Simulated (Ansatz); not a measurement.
The structure below was relaxed with PBE/PAW in Ansatz (a first-principles code), no spin-orbit coupling, at pressure 10 GPa.

Space group Fm-3m (No. 225); a = b = c = 6.1116 Å, α = β = γ = 90.00°

| atom | site | symmetry | x | y | z |
|---|---|---|---|---|---|
| Ge | 4a | m-3m | 0.0000 | 0.0000 | 0.0000 |
| Mg | 8c | -43m | 0.2500 | 0.2500 | 0.2500 |

Question: Write out a cell with all atoms.

Answer: 
```xyz
12
Lattice="6.1116 0.0000 0.0000 0.0000 6.1116 0.0000 0.0000 0.0000 6.1116" Properties=species:S:1:pos:R:3 pbc="T T T"
Ge     0.0000     0.0000     0.0000
Mg     1.5279     4.5837     4.5837
Mg     1.5279     1.5279     4.5837
Ge     0.0000     3.0558     3.0558
Mg     1.5279     1.5279     1.5279
Mg     1.5279     4.5837     1.5279
Ge     3.0558     0.0000     3.0558
Mg     4.5837     4.5837     1.5279
Mg     4.5837     1.5279     1.5279
Ge     3.0558     3.0558     0.0000
Mg     4.5837     1.5279     4.5837
Mg     4.5837     4.5837     4.5837
```
This is the conventional cell.

Load acts through the strain it causes; cell and atoms are relaxed under it. Stability against distortions was not tested. No other phases were tried under pressure. The cell was made from Mg$_{2}$Ge in the anti-fluorite structure (space group Fm-3m, No. 225) by this change: pressure 10 GPa.
